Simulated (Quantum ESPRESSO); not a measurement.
Quantum ESPRESSO run on InRu₃ (P6_3/mmc, 8 atoms in the cell): self-consistent single point.

Computed with LDA (PZ), GBRV 1.5 ultrasoft (LDA) pseudopotentials (plane waves; Quantum ESPRESSO 7.5).

```xyz
8
Lattice="5.6282 0.0000 0.0000 -2.8141 4.8742 0.0000 0.0000 0.0000 4.5330" Properties=species:S:1:pos:R:3 pbc="T T T"
In     2.8141     1.6247     1.1333
In     0.0000     3.2495     3.3998
Ru     0.0000     1.6109     1.1333
Ru     2.8141     3.2633     3.3998
Ru     4.2332     0.8054     3.3998
Ru    -1.4191     4.0687     1.1333
Ru     1.4191     4.0687     1.1333
Ru     1.3951     0.8054     3.3998
```
Moments meant for the start (each program seeds them in its own way; μB, in the order of the atoms In In Ru Ru Ru Ru Ru Ru): 0.0 0.0 2.0 2.0 2.0 2.0 2.0 2.0.

Reference input (self-consistent single point, DFT, LDA (PZ), plane waves, GBRV 1.5 ultrasoft (LDA) pseudopotentials): ecutwfc = 40 Ry; ecutrho = 320 Ry; occupations = smearing; smearing = gaussian; degauss = 0.0073499 Ry; nspin = 2; potentials = {In: in_lda_v1.4.uspp.F.UPF, Ru: ru_lda_v1.2.uspp.F.UPF}; K_POINTS = automatic 6 6 6 0 0 0; conv_thr = 1e-10 Ry; mixing_beta = 0.3. This run's input differs from it in these lines:

```diff
@@ -40,3 +40,3 @@
 K_POINTS automatic
-6 6 6  0 0 0
+8 8 8  0 0 0
```

Output, abridged:

```
     Self-consistent Calculation

     iteration #  1     ecut=    40.00 Ry     beta= 0.30

---- Real-time Memory Report at c_bands before calling an iterative solver
           501 MiB given to the printing process from OS
           480 MiB allocation reported by mallinfo(arena+hblkhd)
------------------

     negative rho (up, down):  2.328E-01 1.975E-01

     total energy              =   -1431.60079804 Ry
     estimated scf accuracy    <      14.10634582 Ry

     total magnetization       =     5.03 Bohr mag/cell
     absolute magnetization    =     5.11 Bohr mag/cell

     iteration #  2     ecut=    40.00 Ry     beta= 0.30

   [... lines left out ...]
------------------

     negative rho (up, down):  2.060E-01 2.106E-01

     Magnetic moment per site  (integrated on atomic sphere of radius R)
     atom   1 (R=0.205)  charge= 11.1393  magn=  0.0019
     atom   2 (R=0.205)  charge= 11.1393  magn=  0.0019
     atom   3 (R=0.204)  charge= 14.2454  magn=  0.2530
     atom   4 (R=0.204)  charge= 14.2454  magn=  0.2530
     atom   5 (R=0.204)  charge= 14.2454  magn=  0.2530
     atom   6 (R=0.204)  charge= 14.2454  magn=  0.2530
     atom   7 (R=0.204)  charge= 14.2454  magn=  0.2530
     atom   8 (R=0.204)  charge= 14.2454  magn=  0.2530
     End of self-consistent calculation

   [... 7 lines left out ...]

   [... 7 lines left out ...]

   [... 7 lines left out ...]

   [... 7 lines left out ...]

   [... 7 lines left out ...]

   [... 7 lines left out ...]

   [... 7 lines left out ...]

   [... 7 lines left out ...]

     the Fermi energy is    19.4071 ev

!    total energy              =   -1432.62945963 Ry
     estimated scf accuracy    <          4.0E-11 Ry
     smearing contrib. (-TS)   =      -0.00504971 Ry
     internal energy E=F+TS    =   -1432.62440992 Ry

     total magnetization       =     1.61 Bohr mag/cell
     absolute magnetization    =     1.63 Bohr mag/cell

     convergence has been achieved in  18 iterations

     negative rho (up, down):  2.060E-01 2.106E-01

     Forces acting on atoms (cartesian axes, Ry/au):

   [... lines left out ...]
     Total force =     0.009957     Total SCF correction =     0.000019
   [... lines left out ...]

     negative rho (up, down):  2.060E-01 2.106E-01
          total   stress  (Ry/bohr**3)                   (kbar)     P=     -160.77
  -0.00108508  -0.00000000   0.00000000         -159.62       -0.00        0.00
  -0.00000000  -0.00108508   0.00000000           -0.00     -159.62        0.00
   0.00000000   0.00000000  -0.00110845            0.00        0.00     -163.06

   JOB DONE.
```

The run converged in 18 iterations. Against the reference run the free energy stays essentially unchanged (within 1 meV/atom), the pressure goes from -16.19 to -16.08 GPa, the largest force goes from 0.092 to 0.105 eV/Å and the size of the net moment goes from 0.12 to 0.20 μB/atom.

The starting cell comes from a database of computed structures (which also holds hypothetical and non-ambient phases and stackings), without a prior relaxation at this level. The moments shrank to a small part of their start, a low-spin state that need not be the lowest. With a pressure of about -16 GPa the cell is away from its equilibrium volume at this level.

Cost on one core of a shared machine: roughly 30 min.
